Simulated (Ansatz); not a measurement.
LaSnO (model structure, started from the ZrSiS type, P4/nmm, No. 129, 6 atoms in the cell): properties by level of theory

```
level (code)     equilibrium lattice constant a (Å)  lattice parameter c (Å)  bulk modulus (GPa)
---------------  ----------------------------------  -----------------------  ------------------
LDA (Ansatz)                                  3.807                    8.613                79.0
PBE (Ansatz)                                  3.922                    8.792                60.7
PBEsol (Ansatz)                               3.851                    8.676                71.4
```

Caveats: the bulk modulus is −V dP/dV from two relaxed cells at ±2 % in volume (LDA, PBE, PBEsol). Ansatz's density-functional and Hartree–Fock values are scalar-relativistic unless marked +SOC, with PAW data made under PBE.

Static lattice: no zero-point or thermal effects.

A model structure was made by putting elements into a prototype or built by hand; it is no filed structure, need not be a known phase, and can be a saddle point held by its symmetry.

Ansatz is a first-principles code.
